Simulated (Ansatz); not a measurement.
# hcp Gd

Method: LDA in Ansatz (plane waves, PAW).

Run with plane-wave cutoff 520 eV, 18×18×10 k mesh (along the axes of the cell as run), Fermi–Dirac smearing 0.05 eV, spin-polarised with parallel moments, scalar-relativistic PAW data made under PBE.

Cell (relaxed at this level):

```yaml
crystal:
  lattice:
    - [1.74173, -3.01676, 0.00000]
    - [1.74173, 3.01676, 0.00000]
    - [0.00000, 0.00000, 5.58387]
  atoms:
    - { symbol: Gd, position: [0.33333, 0.66667, 0.25000], spin: 7.0 }
    - { symbol: Gd, position: [0.66667, 0.33333, 0.75000], spin: 7.0 }
```

```json
{
  "bulk modulus B0": "37.6 GPa",
  "band_gap": "zero (no gap)",
  "magnetic moment per atom (the cell's total over its atoms)": "7.41 μB",
  "pressure derivative B′ of the bulk modulus": "3.3"
}
```

Measured, for comparison: bulk modulus 37.9 GPa (room temperature, no zero-point or thermal correction; as tabulated in Wikipedia's data pages). Computed (rounded) less measured: bulk modulus -0.8 %.

Note: the 4f shell is treated without U or exact exchange, so its levels and filling can be wrong; the collinear magnetic order is the start's and need not be the measured one; the bulk modulus comes from volumes at which shape and atoms were relaxed.

Spins in the cell block are starting values.

Moments are spin moments.

Spin–orbit coupling is not included.

Computed values are for the static lattice.

Ansatz is a program for electronic structure.
